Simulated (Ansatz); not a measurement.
The parent structure is GaSb in the zinc blende structure (space group F-43m, No. 216; a = 6.213 Å).

All numbers come from PBE (Ansatz, a first-principles code), scalar-relativistic without spin-orbit coupling.

Base values:

The shortest interatomic distance comes out as 5.084 bohr.

It is then changed as follows: cell and atoms relaxed at a pressure of 9 GPa.

Question: Predict the new shortest interatomic distance.

Answer: The shortest interatomic distance shrinks by 0.236 bohr (5.084 bohr → 4.848 bohr).

Question: What does the calculation give for the valley order after the change?

Answer: The valley order (the lowest conduction-band minima on the path, energy above the VBM, named in the base's zone) is L along ⟨111⟩ 0.62 eV; a point along ⟨100⟩, about 0.9 Å⁻¹ from Γ 0.73 eV; Γ 0.74 eV.

With Sb present, leaving out spin-orbit coupling can change the band edges. The levels and masses belong to the bands next to the band gap. Load acts through the strain it causes; cell and atoms are relaxed under it. Stability against distortions was not tested. Tetrahedral semiconductors of this kind turn to denser phases somewhere between about 1 and 50 GPa; those were not computed, so compressed cells here can lie past the real transition. All final runs are without spin polarisation.
